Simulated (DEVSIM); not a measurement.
Structure: Schottky contact on n-type Si, at 250 K.

Layer 1 from the left is Si, thickness (μm) 1.60, Nd (cm⁻³) 2.3e16, τn (s) 0.00025, τp (s) 0.00025.

Left contact: Schottky, work function 4.81 eV, emission velocity 4.7e6 cm/s. Right contact: ohmic. Voltage is applied to the left contact. Recombination: SRH at mid-gap. Mobility is μmin + (μ − μmin)/(1 + (N/Nref)^α).

The device is made up for the run: typed textbook-type constants, with dimensions and the other settings drawn at random. Values at 300 K; Nc and Nv go as T^1.5, mobilities as T to minus their exponent, the gap by Varshni's rule with the affinity fixed.

Si: gap (eV) 1.124, affinity (eV) 4.05, permittivity 11.7, Nc (cm⁻³) 2.86e19, Nv (cm⁻³) 3.1e19, μn (cm²/Vs) 1417, μp (cm²/Vs) 470, μn,min 52, μp,min 45, Nref,n 9.7e16, Nref,p 2.2e17, αn 0.68, αp 0.72, T exponent of μn 2.3, T exponent of μp 2.2, Varshni α (eV/K) 0.000473, Varshni β (K) 636.

Model (solved in DEVSIM): 1D drift-diffusion, Boltzmann statistics, complete ionisation; no tunnelling, impact ionisation, image-force lowering or self-heating. Metal contacts follow the ideal Schottky-Mott rule: no Fermi-level pinning, no interface dipoles.

Dark forward current:

| |V| (V) | |J| (A/cm²) |
|---|---|
| 0.05 | 6.852e-8 |
| 0.10 | 7.645e-7 |
| 0.15 | 7.832e-6 |
| 0.20 | 7.957e-5 |
| 0.25 | 0.0008071 |
| 0.30 | 0.008177 |
| 0.35 | 0.08269 |
| 0.40 | 0.8331 |
| 0.45 | 8.275 |
| 0.50 | 75.39 |
| 0.55 | 456.3 |
| 0.60 | 1387 |
| 0.65 | 2684 |

Q: Work out the local ideality factor n = ΔV / (kT/q · ln(J2/J1)) between the rows 0.10 and 0.15 V, 0.60 and 0.65 V.

A: kT/q = 21.54 mV. From 0.10 to 0.15 V: ln(7.832e-6/7.645e-7) = 2.327, n = 1.00, near the 1 of diffusion or emission over a barrier. From 0.60 to 0.65 V: ln(2684/1387) = 0.660, n = 3.52; the layers' resistance at their doping, Σ W/(qμN) = 2.7e-5 Ω cm², would take 35 mV of this step of 50 mV.

Q: Estimate the current at 0.30 V for emission alone, J0 = q v N_band exp(−φB/kT), and read the barrier back from the simulated current.

A: φB = 0.760 eV, N_band = 2.18e19 cm⁻³, J0 = 7.78e-9 A/cm²; J = J0 (exp(qV/kT) − 1) = 0.00871 A/cm². The simulation gives 0.00818 A/cm²; the estimate lies 6.5 % above. Read backwards, the simulated current gives an apparent barrier of 0.761 eV. The estimate leaves out transport through the depletion region and minority injection.
